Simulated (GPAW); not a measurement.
**Worked example: self-consistent single point of MgSc₃ (P-6m2, 4 atoms in the cell) in GPAW**

Method of the run: PBEsol, GPAW PAW datasets PBEsol (made by gpaw-setup) (plane waves; GPAW 25.7.0).

This input was run:

```python
from ase import Atoms
from ase.units import GPa
from gpaw import GPAW

atoms = Atoms(['Mg', 'Sc', 'Sc', 'Sc'],
              cell=[[3.280730, 0.000000, 0.000000],
                    [-1.640365, 2.841196, 0.000000],
                    [0.000000, 0.000000, 10.645120]],
              scaled_positions=[[0.000000, 0.000000, 0.500000],
                                [0.333333, 0.666667, 0.753680],
                                [0.333333, 0.666667, 0.246320],
                                [0.000000, 0.000000, 0.000000]],
              pbc=True)

atoms.set_initial_magnetic_moments([0.0, 1.0, 1.0, 1.0])

calc = GPAW(spinpol=True,
            mode={'name': 'pw', 'ecut': 850},
            xc='PBEsol',
            kpts=(6, 6, 2),
            occupations={'name': 'methfessel-paxton', 'width': 0.272, 'order': 0},
            nbands=-8,
            convergence={'forces': 0.001},
            symmetry={'symmorphic': False, 'tolerance': 0.0005},
            maxiter=100)

atoms.calc = calc

energy = atoms.get_potential_energy()
print('Energy (eV):', round(energy, 6))
forces = atoms.get_forces()
print('Forces (eV/Ang):')
print(forces.round(5))
stress = atoms.get_stress()
print('Stress (GPa, Voigt):', (stress / GPa).round(4))
```

Output (repeated stretches shortened):

```
Input parameters:
  convergence: {forces: 0.001}
  kpts: [6 6 2]
  maxiter: 100
  mode: {ecut: 850,
         name: pw}
  nbands: -8
  occupations: {name: methfessel-paxton,
                order: 0,
                width: 0.272}
  spinpol: True
  symmetry: {symmorphic: False,
             tolerance: 0.0005}
  xc: PBEsol

species:
  Mg:
    name: Magnesium
    Z: 12.0
    valence: 10
    core: 2
    charge: 0.0
    file: Mg.PBEsol.gz

    # Using partial waves for Mg as LCAO basis

  Sc:
    name: Scandium
    Z: 21.0
    valence: 11
    core: 10
    charge: 0.0
    file: Sc.PBEsol.gz

    # Using partial waves for Sc as LCAO basis

Reference energy: -67729.972213  # eV

Spin-polarized calculation.
Initial magnetic moment: 3.000000

Convergence criteria:
 Maximum [total energy] change in last 3 cyles: 0.0005 eV / valence electron
 Maximum integral of absolute [dens]ity change: 0.0001 electrons / valence electron
 Maximum integral of absolute [eigenst]ate change: 4e-08 eV^2 / valence electron
 Maximum change in the atomic [forces] across last 2 cycles: 0.001 eV/Ang OR
Maximum error relative to the maximum force is below inf
 Maximum number of scf [iter]ations: 100

Symmetries present (total): 12
Symmetries with fractional translations: 0

  ( 1  1  0) + (   0)  ( 1  1  0) + (   0)  ( 1  0  0) + (   0)
  ( 0 -1  0) + (   0)  ( 0 -1  0) + (   0)  ( 0  1  0) + (   0)
  ( 0  0  1) + (   0)  ( 0  0 -1) + (   0)  ( 0  0  1) + (   0)

  ( 1  0  0) + (   0)  ( 0  1  0) + (   0)  ( 0  1  0) + (   0)
  ( 0  1  0) + (   0)  (-1 -1  0) + (   0)  (-1 -1  0) + (   0)
  ( 0  0 -1) + (   0)  ( 0  0  1) + (   0)  ( 0  0 -1) + (   0)

  ( 0 -1  0) + (   0)  ( 0 -1  0) + (   0)  (-1  0  0) + (   0)
  (-1  0  0) + (   0)  (-1  0  0) + (   0)  ( 1  1  0) + (   0)
  ( 0  0  1) + (   0)  ( 0  0 -1) + (   0)  ( 0  0  1) + (   0)

  (-1  0  0) + (   0)  (-1 -1  0) + (   0)  (-1 -1  0) + (   0)
  ( 1  1  0) + (   0)  ( 1  0  0) + (   0)  ( 1  0  0) + (   0)
  ( 0  0 -1) + (   0)  ( 0  0  1) + (   0)  ( 0  0 -1) + (   0)
Note: your k-points are not as symmetric as your crystal!
72 k-points: 6 x 6 x 2 Monkhorst-Pack grid
12 k-points in the irreducible part of the Brillouin zone
       k-points in crystal coordinates                weights
   0:     0.08333333   -0.08333333    0.25000000          4/72
   1:     0.08333333    0.08333333    0.25000000          4/72
   2:     0.25000000   -0.25000000    0.25000000          4/72
   [... 7 lines left out ...]
          ...
  11:     0.41666667    0.41666667    0.25000000          4/72

Wave functions: Plane wave expansion
  Cutoff energy: 850.000 eV
  Number of coefficients (min, max): 5567, 5599
  Pulay-stress correction: 0.000000 eV/Ang^3 (de/decut=0.000000)

Occupation numbers: Methfessel-Paxton:
  width: 0.2720  # eV
  order: 0

Eigensolver

Densities:
  Coarse grid: 24*24*72 grid
  Fine grid: 48*48*144 grid
  Total Charge: 0.000000

Density mixing:
  Method: difference
  Backend: pulay
  Linear mixing parameter: 0.05
  old densities: 5
  Damping of long wavelength oscillations: 50

Hamiltonian:
  XC and Coulomb potentials evaluated on a 48*48*144 grid
  External potential:
    NoExternalPotential

XC parameters: PBEsol with 2 nearest neighbor stencil

Number of atoms: 4
Number of atomic orbitals: 47
Number of bands in calculation: 31
Number of valence electrons: 43
Bands to converge: occupied

Density initialized from atomic densities
  31 bands from LCAO basis set

Atomic positions and initial magnetic moments

Positions:
   0 Mg     0.000000    0.000000    5.322560    ( 0.0000,  0.0000,  0.0000)
   1 Sc    -0.000002    1.894132    8.023014    ( 0.0000,  0.0000,  1.0000)
   2 Sc    -0.000002    1.894132    2.622106    ( 0.0000,  0.0000,  1.0000)
   3 Sc     0.000000    0.000000    0.000000    ( 0.0000,  0.0000,  1.0000)

Unit cell:
           periodic     x           y           z      points  spacing
  1. axis:    yes    3.280730    0.000000    0.000000    24     0.1184
  2. axis:    yes   -1.640365    2.841196    0.000000    24     0.1184
  3. axis:    yes    0.000000    0.000000   10.645120    72     0.1478

  Lengths:   3.280730   3.280730  10.645120
  Angles:   90.000000  90.000000 119.999996

Effective grid spacing dv^(1/3) = 0.1337

     iter     time        total  log10-change:         magmom
                         energy   eigst   dens  force
iter:   1 --:--:--   -16.884245                          +3.0146
iter:   2 --:--:--   -16.839575   +0.08  -1.37           +1.7613
iter:   3 --:--:--   -16.865586   -0.19  -1.49           +1.0821
iter:   4 --:--:--   -16.726758   -0.44  -1.53           +0.8982
iter:   5 --:--:--   -16.717643   -0.85  -1.73           +0.9102
iter:   6 --:--:--   -16.736130c  -1.05  -1.89           +0.8503
iter:   7 --:--:--   -16.746942   -1.39  -2.18           +0.8611
iter:   8 --:--:--   -16.746425c  -1.83  -2.27           +0.8129
iter:   9 --:--:--   -16.759329c  -2.04  -2.26           +0.4461
iter:  10 --:--:--   -16.740428c  -2.32  -2.22           +0.2223
iter:  11 --:--:--   -16.732965   -2.54  -2.30           -0.0080
iter:  12 --:--:--   -16.728429c  -2.76  -2.45           +0.0082
iter:  13 --:--:--   -16.721536c  -2.40  -2.53           +0.0276
iter:  14 --:--:--   -16.721974c  -2.68  -2.91           +0.0334
iter:  15 --:--:--   -16.721603c  -3.42  -3.05           +0.0326
iter:  16 --:--:--   -16.721539c  -3.85  -3.14           +0.0287
iter:  17 --:--:--   -16.722255c  -3.23  -3.22           +0.0203
iter:  18 --:--:--   -16.721423c  -3.98  -3.21           +0.0173
iter:  19 --:--:--   -16.721434c  -4.53  -3.45           +0.0152
iter:  20 --:--:--   -16.721547c  -4.56  -3.77           +0.0096
iter:  21 --:--:--   -16.721446c  -4.97  -3.81           +0.0042
iter:  22 --:--:--   -16.721467c  -5.54  -4.15c          +0.0020
iter:  23 --:--:--   -16.721468c  -5.81  -4.21c          +0.0010
iter:  24 --:--:--   -16.721482c  -5.91  -4.27c          +0.0001
iter:  25 --:--:--   -16.721471c  -6.25  -4.43c          +0.0000
iter:  26 --:--:--   -16.721473c  -6.58  -4.58c          +0.0001
iter:  27 --:--:--   -16.721482c  -6.60  -4.65c          +0.0001
iter:  28 --:--:--   -16.721483c  -7.00  -4.75c          +0.0001
iter:  29 --:--:--   -16.721475c  -6.94  -4.85c          +0.0001
iter:  30 --:--:--   -16.721482c  -7.26  -4.97c          +0.0001
iter:  31 --:--:--   -16.721480c  -7.79c -5.20c          +0.0001
iter:  32 --:--:--   -16.721481c  -7.90c -5.24c -3.74c   +0.0001

Converged after 32 iterations.

Dipole moment: (-4.726415, 2.728797, 0.000000) |e|*Ang

Total magnetic moment: (0.000000, 0.000000, 0.000134)
Local magnetic moments:
   0 Mg ( 0.000000,  0.000000, -0.000004)
   1 Sc ( 0.000000,  0.000000,  0.000010)
   2 Sc ( 0.000000,  0.000000,  0.000010)
   3 Sc ( 0.000000,  0.000000,  0.000039)

Energy contributions relative to reference atoms: (reference = -67729.972213)

Kinetic:         -4.639674
Potential:       +5.963583
External:        +0.000000
XC:             -18.276248
Entropy (-ST):   -0.258048
Local:           +0.359883
SIC:             +0.000000
--------------------------
Free energy:    -16.850505
Extrapolated:   -16.721481

Spin contamination: 0.000030 electrons
Showing only first 2 kpts
                      Up                     Down
 Kpt  Band  Eigenvalues  Occupancy  Eigenvalues  Occupancy
  0    19      3.07602    1.00000      3.07606    1.00000
  0    20      4.66648    0.85179      4.66650    0.85177
  0    21      5.53086    0.00028      5.53090    0.00028
  0    22      6.17433    0.00000      6.17436    0.00000

  1    19      3.31557    1.00000      3.31562    1.00000
  1    20      4.67999    0.83496      4.68001    0.83492
  1    21      5.46087    0.00101      5.46091    0.00101
  1    22      5.94839    0.00000      5.94842    0.00000

Fermi level: 4.86731

No gap
No difference between direct/indirect transitions
Energy (eV): -16.721481

Forces in eV/Ang:
  0 Mg    0.00000    0.00000    0.00000
  1 Sc    0.00000    0.00000    0.16732
  2 Sc   -0.00000    0.00000   -0.16732
  3 Sc    0.00000    0.00000    0.00000

Stress tensor:
     0.013293    -0.000000     0.000000
    -0.000000     0.013293     0.000000
     0.000000     0.000000     0.014166
Stress (GPa, Voigt): [ 2.1297  2.1297  2.2697  0.      0.     -0.    ]
```

The run converged in 32 iterations. GPAW prints stress with tension positive.

The starting cell comes from a database of computed structures (which also holds hypothetical and non-ambient phases and stackings), without a prior relaxation at this level. The starting moments vanished: the run ended non-magnetic.

Cost on one core of a shared machine: roughly 4 min.
